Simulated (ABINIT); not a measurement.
## Energy against c/a at fixed volume: hcp Be (space group 194) (ABINIT, PBEsol)

```xyz
2
Lattice="2.2977 0.0000 0.0000 -1.1489 1.9899 0.0000 0.0000 0.0000 3.4484" Properties=species:S:1:pos:R:3 pbc="T T T"
Be     1.1489     0.6633     2.5863
Be     0.0000     1.3266     0.8621
```

Method: PBEsol, norm-conserving pseudopotentials (PseudoDojo nc-sr-04 PBEsol standard) (plane waves; ABINIT 10.0.3). Settings: pseudos = [Be.upf]; ecut = 114 Ry; ixc = -116133; occopt = 3; tsmear = 0.05 eV; ngkpt = 34 34 18; nshiftk = 1; shiftk = 0 0 0; potentials = PseudoDojo nc-sr-04 PBEsol standard; nband = 9; kptopt = 1; nstep = 60; toldfe = 1e-09 Ha. The cell above is the first row's. The rows change c/a at fixed volume. In all rows fractional positions and the k mesh are held. E is the free energy at the stated smearing, counted from the lowest row.

| c/a | E (meV/atom) |
|---|---|
| 1.5008 | ? |
| 1.5164 | 8.22 |
| 1.5321 | 4.40 |
| 1.5477 | 1.77 |
| 1.5633 | 0.30 |
| 1.5790 | 0.00 |
| 1.5946 | 0.87 |
| 1.6102 | 2.86 |
| 1.6259 | 5.95 |

Fit E of the 8 rows that show it with a cubic. With u = c/a - 1.57, the rows have u = -0.05360, -0.03790, -0.02230, -0.00670, 0.00900, 0.02460, 0.04020, 0.05590. Least squares gives E = 0.041 - 24.22·u + 2363.0·u² - 644·u³. Residuals (row less fit): -0.007, 0.012, 0.007, -0.010, -0.014, 0.004, 0.016, -0.009; standard error 0.015 (degrees of freedom: 4). The fitted curve has its minimum at c/a = 1.58, where E = -0.02. To one more digit the minimum is at c/a = 1.575; the ideal close-packed ratio is 1.633.

### Question
Estimate the missing E (c/a = 1.5008); what did the run itself give?

### Answer
u = -0.06920, so E = 0.041 - 24.22 × (-0.06920) + 2363.0 × (-0.06920)² - 644 × (-0.06920)³ = 13.246 meV/atom. The calculation gives 13.24 meV/atom, 0.006 meV/atom below the prediction (under 0.05 % of the range of E in the table). The row lies outside the fitted rows, so this is an extrapolation. From the scatter of the fitted rows alone, a prediction at this place has a standard error of 0.039 meV/atom, so the miss is 0.2 times that.

Carrying the step between the two nearest rows on in a straight line would have given 12.02, off by 1.22; series whose last step already gives the withheld value aren't shown. The reference cell has the volume at which an earlier scan in this program and functional put its minimum by a fit; axis ratios and inner coordinates come from a measured-size cell. The runs keep the symmetry of the cell, so they don't test it for distortions. The best c/a moves a little with volume. In metals such curves are sensitive to mesh and smearing. Cutoffs and mesh are single choices, not tested for convergence of this quantity. Series with a scatter that would blur these digits, or in which a gap closes, are not shown. Strain series were run only where this level's volume lies within 10 % of a first guess from the measured size.
